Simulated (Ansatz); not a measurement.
LiF (P6₃mc, No. 186, 4 atoms in the cell; start mp-1185301; a measured phase of this formula has another space group), treated with PBEsol (Ansatz, a first-principles code, plane waves, PAW).

Numerical settings: plane-wave cutoff 520 eV, 12×12×8 k mesh (along the axes of the cell as run), Fermi–Dirac smearing 0.01 eV, scalar-relativistic PAW data made under PBE.

Computed at the level's own relaxed cell.

```yaml
crystal:
  lattice:
    - [3.09623, 0.00000, 0.00000]
    - [-1.54812, 2.68141, 0.00000]
    - [0.00000, 0.00000, 4.81213]
  atoms:
    - { symbol: Li, position: [0.33333, 0.66667, 0.38232] }
    - { symbol: Li, position: [0.66667, 0.33333, 0.88232] }
    - { symbol: F, position: [0.33333, 0.66667, 0.99267] }
    - { symbol: F, position: [0.66667, 0.33333, 0.49267] }
```

Problem. List the 10 lowest band energies at Γ above −25 eV (eV, relative to the valence band maximum), grouping those that round alike.

Solution. At Γ: -19.32, -19.08, -2.21, -0.51 (×2), -0.18 (×2), 0.00, 7.60, 11.92.

A start named mp-… is a Materials Project structure, which need not be a measured phase.
